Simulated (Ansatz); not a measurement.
**Response to strain in hypothetical cubic perovskite TlCdBr3**

Consider TlCdBr$_{3}$ in the cubic perovskite structure (space group Pm-3m, No. 221; a = 5.4626 Å; a hypothetical phase, not in the database extracts checked). Axes: x, y, z lie along the cube axes.

Strains are applied to the cell and any free atomic positions relax; under stress the whole cell relaxes.

Level of theory: r2SCAN, PAW, 500 eV (Ansatz, a program for electronic structure; without spin-orbit coupling).

Notes on the quantities. energy relative to the base: free energy F.

```csv
variant,gap character,energy relative to the base,volume per atom,band gap
base,"indirect, R → Γ",0 meV/atom,32.60 Å³,1.52 eV
isotropic strain −5.56 %,"indirect, R → Γ",+111 meV/atom,27.46 Å³,1.66 eV
uniaxial strain ε_xx = −0.60 %,"indirect, A → Γ",+0.2 meV/atom,32.40 Å³,1.51 eV
uniaxial strain ε_yy = +0.71 %,"indirect, A → Γ",+0.3 meV/atom,32.83 Å³,1.49 eV
uniaxial strain ε_yy = +1.99 %,"indirect, A → Γ",+2.1 meV/atom,33.25 Å³,1.45 eV
uniaxial strain ε_yy = +4.40 %,"indirect, A → Γ",+9.5 meV/atom,34.03 Å³,1.39 eV
uniaxial strain ε_zz = +2.25 %,"indirect, A → Γ",+2.7 meV/atom,33.33 Å³,1.45 eV
"uniaxial stress, 3 GPa compression along x","indirect, A → Γ",+14 meV/atom,31.86 Å³,1.43 eV
tensor shear ε_xz = +0.95 %,"indirect, T → Γ",+0.4 meV/atom,32.60 Å³,1.49 eV
```

With Tl present, leaving out spin-orbit coupling can change the band edges. Beyond what the load breaks, stability against distortions was not tested. Many cubic perovskites are stable only at high temperature; tilts and polar distortions were not tested. Labels are those of the standard path for the cell's own space group.
